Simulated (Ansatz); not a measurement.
## Competing hops of interstitial S in hcp Ru, neutral cell

Consider interstitial S in hcp Ru, neutral cell. The numbers are results of PBE, PAW (plane waves to 420 eV; Ansatz, a first-principles code), not measurements.

Settings: 36 host sites, the relaxed PBE lattice, a 2×2×2 k-point mesh shifted by half a step along c, smearing 0.10 eV, spin-restricted, no image-charge correction. No zero-point or tunnelling terms. Sites that were not tried may lie lower.

Barriers: single points on a 4×4×4 k-point mesh shifted by half a step along c at the bands' geometries (they differ from the bands' own by up to 0.13 eV, and are uncertain by about as much).

| Route | Start site over the lowest site run (eV) | Hop (Å) | Forward barrier (eV) | Backward barrier (eV) | Neighbours at the start | Neighbours at the saddle | Saddle order | Forward, on the band's own sampling (eV) |
|---|---|---|---|---|---|---|---|---|
| one S atom jumps by itself | 0.00 | 2.14 | 1.56 | 1.56 | 6 Ru at 2.13 Å | 3 Ru at 1.97 Å | first order | 1.69 |

Paths come from climbing-image nudged elastic band runs.   A further band (several atoms move together, S the farthest, 2.71 Å) gave 0.92 eV forward on its own sampling, 0.92 eV above the lowest site run, but a shoulder points to a second hump between its images, so it is not taken as a result.
